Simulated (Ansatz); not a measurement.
The reference is BeSe in the zinc blende structure (space group F-43m, No. 216).

```xyz
2
Lattice="0.0000 2.5645 2.5645 2.5645 0.0000 2.5645 2.5645 2.5645 0.0000" Properties=species:S:1:pos:R:3 pbc="T T T"
Be     0.0000     0.0000     0.0000
Se     1.2822     1.2822     1.2822
```

Cartesian axes are those of the cell as printed.

Method: PBEsol (Ansatz, a program for electronic structure; PAW; 420 eV plane waves; spin-orbit coupling left out).

Perturbation: tensor shear ε_xy = +1.71 % (engineering shear γ = 0.0342); the atoms relax in the strained cell.

Problem. Predict the stress tensor and what it implies for the stiffness.

Solution. Stress of the strained cell less that of the base (GPa, compression positive):
```
   0.09   -2.30    0.00
  -2.30    0.09    0.00
   0.00    0.00   -0.01
```

Then −Δσ/γ with γ = 2ε = 0.0342 gives secant stiffness values (nonlinear terms included at this strain): C66 ≈ 67 GPa.

As a check, the harmonic strain energy −½ V₀ Δσ:ε is 4.1 meV/atom; the computed energy rise is 4.1 meV/atom.

Whether these cells are dynamically stable was not tested.
